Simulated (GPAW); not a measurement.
**Input and output of a self-consistent single point for InP (F-43m, 2 atoms in the cell) (GPAW)**

Computed with PBE, GPAW PAW datasets PBE (gpaw-data 1.0.1) (plane waves; GPAW).

This input was run:

```python
from ase import Atoms
from ase.units import GPa
from gpaw import GPAW, PW, FermiDirac

atoms = Atoms(['In', 'P'],
              cell=[[0.000000, 2.935000, 2.935000],
                    [2.935000, 0.000000, 2.935000],
                    [2.935000, 2.935000, 0.000000]],
              scaled_positions=[[0.000000, 0.000000, 0.000000],
                                [0.250000, 0.250000, 0.250000]],
              pbc=True)

calc = GPAW(mode=PW(600),
            xc='PBE',
            kpts=(7, 7, 7),
            occupations=FermiDirac(0.02),
            nbands=-4,
            convergence={'density': 1e-05, 'energy': 1e-05, 'bands': -2},
            symmetry={'symmorphic': False, 'tolerance': 0.0005},
            maxiter=150)

atoms.calc = calc

energy = atoms.get_potential_energy()
print('Energy (eV):', round(energy, 6))
forces = atoms.get_forces()
print('Forces (eV/Ang):')
print(forces.round(5))
stress = atoms.get_stress()
print('Stress (GPa, Voigt):', (stress / GPa).round(4))
```

Log, with long lists cut:

```
Input parameters:
  convergence: {bands: -2,
                density: 1e-05,
                energy: 1e-05}
  kpts: [7 7 7]
  maxiter: 150
  mode: {ecut: 600.0,
         name: pw}
  nbands: -4
  occupations: {fixmagmom: False,
                name: fermi-dirac,
                width: 0.02}
  symmetry: {symmorphic: False,
             tolerance: 0.0005}
  xc: PBE

species:
  In:
    name: Indium
    Z: 49.0
    valence: 13
    core: 36
    charge: 0.0
    file: In.PBE.gz

    # Using partial waves for In as LCAO basis

  P:
    name: Phosphorus
    Z: 15.0
    valence: 5
    core: 10
    charge: 0.0
    file: P.PBE.gz

    # Using partial waves for P as LCAO basis

Reference energy: -169278.333319  # eV

Spin-paired calculation

Convergence criteria:
 Maximum [total energy] change in last 3 cyles: 1e-05 eV / valence electron
 Maximum integral of absolute [dens]ity change: 1e-05 electrons / valence electron
 Maximum integral of absolute [eigenst]ate change: 4e-08 eV^2 / valence electron
 Maximum number of scf [iter]ations: 150

Symmetries present (total): 24
Symmetries with fractional translations: 0
343 k-points: 7 x 7 x 7 Monkhorst-Pack grid
20 k-points in the irreducible part of the Brillouin zone
       k-points in crystal coordinates                weights
   0:     0.00000000    0.00000000    0.00000000          1/343
   1:     0.14285714    0.14285714    0.00000000          6/343
   2:     0.14285714    0.14285714    0.14285714          8/343
   [... 7 lines left out ...]
          ...
  19:     0.42857143    0.42857143    0.42857143          8/343

Wave functions: Plane wave expansion
  Cutoff energy: 600.000 eV
  Number of coefficients (min, max): 1678, 1716
  Pulay-stress correction: 0.000000 eV/Ang^3 (de/decut=0.000000)

Occupation numbers: Fermi-Dirac:
  width: 0.0200  # eV

Eigensolver

Densities:
  Coarse grid: 24*24*24 grid
  Fine grid: 48*48*48 grid
  Total Charge: 0.000000

Density mixing:
  Method: separate
  Backend: pulay
  Linear mixing parameter: 0.05
  old densities: 5
  Damping of long wavelength oscillations: 50

Hamiltonian:
  XC and Coulomb potentials evaluated on a 48*48*48 grid
  External potential:
    NoExternalPotential

XC parameters: PBE with 2 nearest neighbor stencil

Number of atoms: 2
Number of atomic orbitals: 13
Number of bands in calculation: 13
Number of valence electrons: 18
Bands to converge: 11

Density initialized from atomic densities
  13 bands from LCAO basis set

Atomic positions and initial magnetic moments

Positions:
   0 In     0.000000    0.000000    0.000000    ( 0.0000,  0.0000,  0.0000)
   1 P      1.467500    1.467500    1.467500    ( 0.0000,  0.0000,  0.0000)

Unit cell:
           periodic     x           y           z      points  spacing
  1. axis:    yes    0.000000    2.935000    2.935000    24     0.1412
  2. axis:    yes    2.935000    0.000000    2.935000    24     0.1412
  3. axis:    yes    2.935000    2.935000    0.000000    24     0.1412

  Lengths:   4.150717   4.150717   4.150717
  Angles:   60.000000  60.000000  60.000000

Effective grid spacing dv^(1/3) = 0.1541

     iter     time        total  log10-change:
                         energy   eigst   dens
iter:   1 --:--:--    -8.959158   +0.69
iter:   2 --:--:--    -8.893097   -0.54  -1.11
iter:   3 --:--:--    -8.614776   -1.14  -1.14
iter:   4 --:--:--    -8.612792   -2.46  -1.53
iter:   5 --:--:--    -8.630038   -2.29  -1.54
iter:   6 --:--:--    -8.614601   -2.86  -2.05
iter:   7 --:--:--    -8.615357   -4.32  -2.63
iter:   8 --:--:--    -8.614002   -3.46  -2.55
iter:   9 --:--:--    -8.614014   -4.89  -3.21
iter:  10 --:--:--    -8.613826   -4.77  -3.31
iter:  11 --:--:--    -8.613832   -5.99  -3.58
iter:  12 --:--:--    -8.613831c  -6.56  -4.28
iter:  13 --:--:--    -8.613832c  -7.22  -4.38
iter:  14 --:--:--    -8.613832c  -7.87c -4.56
iter:  15 --:--:--    -8.613832c  -8.47c -4.81
iter:  16 --:--:--    -8.613832c  -8.80c -4.88
iter:  17 --:--:--    -8.613832c  -8.28c -4.93
iter:  18 --:--:--    -8.613832c  -9.21c -4.99
iter:  19 --:--:--    -8.613832c  -9.83c -5.04c

Converged after 19 iterations.

Dipole moment: (-2.728631, -2.728631, -2.728631) |e|*Ang

Energy contributions relative to reference atoms: (reference = -169278.333319)

Kinetic:        +22.175173
Potential:      -20.330414
External:        +0.000000
XC:             -10.586601
Entropy (-ST):   -0.000000
Local:           +0.128010
SIC:             +0.000000
--------------------------
Free energy:     -8.613832
Extrapolated:    -8.613832

Showing only first 2 kpts
 Kpt  Band  Eigenvalues  Occupancy
  0     7      4.87020    2.00000
  0     8      4.87020    2.00000
  0     9      5.55558    0.00000
  0    10      8.93352    0.00000

  1     7      4.22914    2.00000
  1     8      4.22914    2.00000
  1     9      7.24876    0.00000
  1    10      8.16590    0.00000

Fermi level: 5.22385

Gap: 0.685 eV
Transition (v -> c):
  (s=0, k=0, n=8, [0.00, 0.00, 0.00]) -> (s=0, k=0, n=9, [0.00, 0.00, 0.00])
No difference between direct/indirect transitions
Energy (eV): -8.613832

Forces in eV/Ang:
  0 In    0.00000    0.00000    0.00000
  1 P     0.00000    0.00000    0.00000

Stress tensor:
    -0.016885    -0.000000     0.000000
    -0.000000    -0.016885    -0.000000
     0.000000    -0.000000    -0.016885
Stress (GPa, Voigt): [-2.7052 -2.7052 -2.7052 -0.      0.     -0.    ]
```

The run converged in 19 iterations. GPAW prints stress with tension positive.

The starting cell has typed, rounded lattice constants, without a prior relaxation at this level.
